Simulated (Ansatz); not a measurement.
For PdIn (Pm-3m), PBEsol, DFPT electron-phonon coupling, linearised Boltzmann equation in Ansatz (a first-principles code) gives a transport coupling λ_tr = 0.696 and a Drude plasma energy ħω_p = 7.68 eV.

**Question.** Estimate the resistivity at 300 K from the high-temperature formula ρ = 2π λ_tr k_B T / (ħ ε₀ ω_p²), and say how the full Boltzmann solution compares.

**Answer.** The scattering rate is 1/τ = 2π λ_tr k_B T/ħ = 1.72e14 s⁻¹ and ω_p = 1.17e16 s⁻¹, so ρ ≈ 14.2 μΩ·cm. The Boltzmann solution gives 13.0 μΩ·cm, 0.91 times the estimate.

A metal at this level (no band gap). Only scattering by harmonic phonons is included (no impurities, grain boundaries, electron-electron scattering or thermal expansion). Spin-orbit coupling is left out. The self-energy correction of the phonons between q points moved λ by 8 %. The run warned that the eigensolver left some states short of its tolerance. Halving the electron mesh (28x28x28) moves the resistivity by up to 6 % at 300 K, the coupling by up to 2 %. Smearing 0.20 eV; phonons on a 4x4x4 q mesh, which this run doesn't test.

Computed structure, not matched to a measured one here, so possibly hypothetical: PdIn (Pm-3m).
